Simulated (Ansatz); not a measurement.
Consider Ru in the hcp (Mg type) structure (space group P6_3/mmc, No. 194; relaxed with 0.1 eV smearing).

Ru is modelled in the hexagonal space group P6₃/mmc (No. 194), the hcp (Mg type) structure, Pearson symbol hP2. Cell: a = 2.691 Å, b = 2.691 Å, c = 4.249 Å, α = 90.00°, β = 90.00°, γ = 120.00°. Ru on 2c is coordinated by 12 Ru at 2.632–2.691 Å (anticuboctahedral). (Neighbours: up to the widest gap in distance over summed covalent radii, below 1.35, at either atom.)

Calculations: PBEsol (Ansatz, a program for electronic structure), spin-orbit coupling left out.

Before the change:

| Property | Result |
|---|---|
| Pressure | 0.0 GPa |
| Band gap | zero |

The change: an isotropic linear strain of −0.50 %, atoms relaxed at fixed cell.

Task: What happens to the energy relative to the base, pressure and band gap?

Result: The energy rises by 3.3 meV/atom; the pressure (mean of the normal stresses, compression positive) goes from zero to 5.4 GPa; the band gap stays zero.

Stability against distortions was not tested. The final runs are not spin-polarised.
